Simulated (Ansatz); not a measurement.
## A 2x2 cell of the 1x1 (100) surface of fcc Pt (the real clean face reconstructs), relaxed from a rattled start

These are PBE (plane waves to 420 eV, PAW; Ansatz, a program for electronic structure) values and carry that method's errors.

Slab: 16 atoms, 5.8 Å thick at the start (thin: gaps and levels are the slab's own); k 5x5x1, smearing 0.1 eV, dipole-corrected; 8 atoms held, the rest relaxed; no spin, no spin-orbit, no U.

The work function of the top face is 5.63 eV. The energy released by relaxation comes out as 0.50 eV, the energy gained against the symmetric clean supercell is 0.000 eV and the cost is about 11 core-minutes (a rough figure).
